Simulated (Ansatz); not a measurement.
Functionals compared on the (332) surface of bcc Fe, ferromagnetic in its 1x1 cell, outermost plane spacing 0.60 Å in the ideal cut, in Ansatz (plane waves, PAW). The structure was relaxed with PBE; the other rows are single points on it, each with its references at the same level. Cutoff 420 eV.

Set-up: 18 atoms, 10.3 Å thick at the start (thin: gaps and levels are the slab's own); mesh 9x8x1; 0.1 eV smearing; dipole correction on; all atoms relaxed; start symmetry kept, larger cells not searched; spin-polarised, no spin-orbit, no U. These notes are the PBE run's.

```json
[
 {"functional": "PBE", "surface energy (J/m²)": "2.72", "work function of the top face (eV)": "4.02", "magnetic moment of the cell (μB)": "42.78", "rough cost of the single point": "–"},
 {"functional": "LDA", "surface energy (J/m²)": "3.42", "work function of the top face (eV)": "4.38", "magnetic moment of the cell (μB)": "41.79", "rough cost of the single point": "very roughly 30 core-minutes"},
 {"functional": "PBEsol", "surface energy (J/m²)": "3.15", "work function of the top face (eV)": "4.11", "magnetic moment of the cell (μB)": "42.81", "rough cost of the single point": "very roughly 14 core-minutes"},
 {"functional": "RPBE", "surface energy (J/m²)": "2.41", "work function of the top face (eV)": "3.85", "magnetic moment of the cell (μB)": "43.41", "rough cost of the single point": "roughly 14 core-minutes"}
]
```

Ansatz is a first-principles code.
